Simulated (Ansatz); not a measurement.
# What uniaxial strain ε_zz = −1.00 % does to Ti

Start from Ti in the hcp (Mg type) structure (space group P6_3/mmc, No. 194; a = 2.9016 Å, c = 4.5930 Å; relaxed with 0.1 eV smearing). Axes: x lies along a and z along c of the hexagonal cell.

One thing is altered: the cell is compressed by 1.00 % along z with no lateral relaxation; the atoms relax in the strained cell.

The values are results of PBEsol/PAW in Ansatz (a program for electronic structure), scalar-relativistic without spin-orbit coupling, not measurements. k-mesh 23×23×13 (Γ-centred); smearing 0.1 eV (Fermi–Dirac).

| quantity | base | changed | shift |
|---|---|---|---|
| space group | P6_3/mmc (No. 194) | P6_3/mmc (No. 194) | – |
| shortest interatomic distance | 2.843 Å | 2.824 Å | -0.019 Å |
| energy relative to the base (free energy F) | 0 meV/atom | +1.1 meV/atom | +1.1 meV/atom |
| pressure (mean of the normal stresses, compression positive) | 0.0 GPa | 1.2 GPa | +1.2 GPa |
| band gap | zero | zero | – |
| stress (xx, yy, zz, yz, xz, xy; compression positive) | – | (0.8, 0.8, 2.0, 0.0, 0.0, 0.0) GPa | – |

Whether these cells are dynamically stable was not tested. All final runs are without spin polarisation.
